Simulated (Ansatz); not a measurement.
Amorphous cells of 8 compositions: the gap between the highest filled and lowest empty level at the zone centre, by PBE and by a single point of HSE06 on the same geometry (PBE, scalar-relativistic without spin-orbit coupling (plane waves to 420 eV, PAW; Ansatz, a first-principles code); exact exchange cut at the cells' faces). The networks come from melt-quench runs on the CHGNet potential at compositions and starting densities chosen by hand, with anions pushed apart in the CHGNet dynamics, and DFT then relaxed them. The cells are small and were quenched far faster than real films, so single cells scatter. Defect or tail levels can set these gaps. The rows are the first to finish with both values and no moments.

```tsv
cell	PBE gap x (eV)	HSE06 gap y (eV)
A (Ga24O37Li2, 4.91 g/cm3)	1.32	3.01
B (Ga24O37Ca, 4.94 g/cm3)	1.42	3.10
C (Ga24O37Mg, 4.94 g/cm3)	1.51	3.20
D (Al28O45W, 3.38 g/cm3)	3.10	4.62
E (Al28O47Ta2, 3.62 g/cm3)	3.13	4.75
F (Al28O45B2, 3.04 g/cm3)	3.58	withheld
G (Al28O44Hf, 3.42 g/cm3)	3.71	5.44
H (Al28O47P2, 3.01 g/cm3)	3.92	5.66
```

Task: Fit a straight line through the 7 full rows and predict the withheld value for F (Al28O45B2, 3.04 g/cm3).

Result: Means: x = 2.587, y = 4.254. Slope = Σ(Δx Δy) / Σ(Δx²) = 7.721 / 7.723 = 1; the r.m.s. residual is 0.070. Prediction: 4.254 + 1 × (3.58 − 2.587) = 5.25. The run gave 5.29, 0.04 above the line.
